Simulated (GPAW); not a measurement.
A self-consistent single point of GaFe (P-6m2, 2 atoms in the cell) with GPAW.

Computed with PBEsol, GPAW PAW datasets PBEsol (made by gpaw-setup) (plane waves; GPAW).

```
CELL_PARAMETERS angstrom
      2.73219     0.00000     0.00000
     -1.36610     2.36615     0.00000
      0.00000     0.00000     4.00740
ATOMIC_POSITIONS crystal
  Ga 0.00000 0.00000 0.50000
  Fe 0.66667 0.33333 0.00000
```
Moments meant for the start (each program seeds them in its own way; μB, in the order of the atoms Ga Fe): 0.0 4.0.

Reference input (self-consistent single point, DFT LDA (Perdew-Wang 92), plane waves, GPAW PAW datasets LDA (gpaw-data 1.0.1)): spinpol = true; mode = pw; ecut = 800 eV; xc = LDA; kpts = 11 11 7; mesh shift (steps) = 0 0 0; occupations.name = fermi-dirac; occupations.width = 0.1 eV; nbands = -10; convergence.density = 1e-05 e/electron; convergence.energy = 1e-05 eV/electron; symmetry.symmorphic = false. This run's input differs from it in these lines:

```diff
@@ -16,3 +16,3 @@
             mode={'name': 'pw', 'ecut': 800},
-            xc='LDA',
+            xc='PBEsol',
             kpts=(11, 11, 7),
```

Its files differ too (potentials: GPAW PAW datasets PBEsol (made by gpaw-setup)).

Output (repeated stretches shortened):

```
     iter     time        total  log10-change:  magmom
                         energy   eigst   dens
iter:   1 --:--:--   -12.951362                   +4.0098
iter:   2 --:--:--   -13.277034   -1.54  -1.18    +2.9367
iter:   3 --:--:--   -13.402459   -1.67  -1.19    +2.0224
iter:   4 --:--:--   -13.498277   -2.58  -1.32    +2.1331
iter:   5 --:--:--   -13.227361   -1.86  -1.29    +2.1679
   [... 3 lines left out ...]
iter:   9 --:--:--   -13.227919   -5.00  -2.86    +1.9933
iter:  10 --:--:--   -13.227851   -5.33  -2.96    +1.9761
iter:  11 --:--:--   -13.227756   -6.09  -2.89    +1.9763
   [... lines left out ...]
iter:  15 --:--:--   -13.227714c  -7.11  -3.68    +1.9784
iter:  16 --:--:--   -13.227719c  -7.97c -3.77    +1.9786
iter:  17 --:--:--   -13.227727c  -7.27  -3.83    +1.9786
iter:  18 --:--:--   -13.227729c  -8.02c -3.93    +1.9787
iter:  19 --:--:--   -13.227735c  -7.60c -3.98    +1.9787
iter:  20 --:--:--   -13.227738c  -8.27c -4.14    +1.9787
iter:  21 --:--:--   -13.227740c  -7.51c -4.22    +1.9788
iter:  22 --:--:--   -13.227742c  -8.68c -4.94    +1.9790
iter:  23 --:--:--   -13.227745c  -8.80c -4.97    +1.9792
iter:  24 --:--:--   -13.227745c  -8.84c -4.77    +1.9795
iter:  25 --:--:--   -13.227745c  -9.61c -5.04c   +1.9795
Converged after 25 iterations.

Dipole moment: (2.069006, -1.194539, -0.000002) |e|*Ang

Total magnetic moment: (0.000000, 0.000000, 1.979513)
Local magnetic moments:
   0 Ga ( 0.000000,  0.000000, -0.064199)
   1 Fe ( 0.000000,  0.000000,  2.063141)

Energy contributions relative to reference atoms: (reference = -87431.584994)

Kinetic:        +27.286060
Potential:      -22.058716
External:        +0.000000
XC:             -18.517801
Entropy (-ST):   -0.055864
Local:           +0.090644
SIC:             +0.000000
--------------------------
Free energy:    -13.255677
Extrapolated:   -13.227745

Spin contamination: 0.139897 electrons
Showing only first 2 kpts
                      Up                     Down
 Kpt  Band  Eigenvalues  Occupancy  Eigenvalues  Occupancy
  0     3      7.22599    1.00000      9.16706    0.81839
   [... lines left out ...]

Fermi level: 9.31760

No gap
No difference between direct/indirect transitions
Energy (eV): -13.227745

Forces in eV/Ang:
  0 Ga    0.00000   -0.00000    0.00000
  1 Fe    0.00000   -0.00000    0.00000

Stress tensor:
     0.015730    -0.000000     0.000000
    -0.000000     0.015730     0.000000
     0.000000     0.000000     0.020648
Stress (GPa, Voigt): [ 2.5203  2.5203  3.3081  0.      0.     -0.    ]
```

The run converged in 25 iterations. GPAW prints stress with tension positive. Against the reference run the pressure goes from -9.78 to -2.78 GPa and the size of the net moment goes from 0.93 to 0.99 μB/atom.

The starting cell comes from a database of computed structures (which also holds hypothetical and non-ambient phases and stackings), without a prior relaxation at this level. Its lattice was rescaled by a random factor within 2.5 % of one. With one magnetic atom in the cell only a parallel order is possible.

Cost on one core of a shared machine: roughly 90 s.
